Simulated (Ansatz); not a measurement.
Response to strain in MgO

Base system: MgO (space group R-3m, No. 166; a = 2.9678 Å, c = 59.3760 Å (hexagonal axes); a cell from a computed database, its experimental status unchecked). Axes: x lies along a and z along c of the hexagonal cell.

Strains are applied to the cell and any free atomic positions relax; under biaxial strain the out-of-plane vector relaxes too.

Calculations: PBEsol (Ansatz, a quantum-chemistry and plane-wave program), spin-orbit coupling left out.

Notes on the quantities. pressure: mean of the normal stresses, compression positive.

```json
[
 {"variant": "base", "band gap": "4.01 eV", "electron mass": "0.56 mₑ along c, 0.34 mₑ across (at Γ)", "pressure": "0.00 GPa", "volume per atom": "9.44 Å³", "smallest direct gap": "4.02 eV"},
 {"variant": "biaxial strain +0.27 %, plane normal [001], relaxed out of plane", "band gap": "3.95 eV", "electron mass": "0.56 mₑ out of plane, 0.33 mₑ in plane (at Γ)", "pressure": "-0.70 GPa", "volume per atom": "9.48 Å³", "smallest direct gap": "3.96 eV"},
 {"variant": "isotropic strain −1.43 %", "band gap": "4.37 eV", "electron mass": "0.64 mₑ along c, 0.35 mₑ across (at Γ)", "pressure": "7.32 GPa", "volume per atom": "9.04 Å³", "smallest direct gap": "4.38 eV"},
 {"variant": "isotropic strain +5.56 %", "band gap": "2.79 eV", "electron mass": "0.36 mₑ along c, 0.28 mₑ across (at Γ)", "pressure": "-18.04 GPa", "volume per atom": "11.10 Å³", "smallest direct gap": "2.81 eV"}
]
```

Masses are band curvatures over ±0.01 Å⁻¹ around the edge. No phonon test of stability was made. This is not the structure that MgO has at room temperature and ambient pressure.
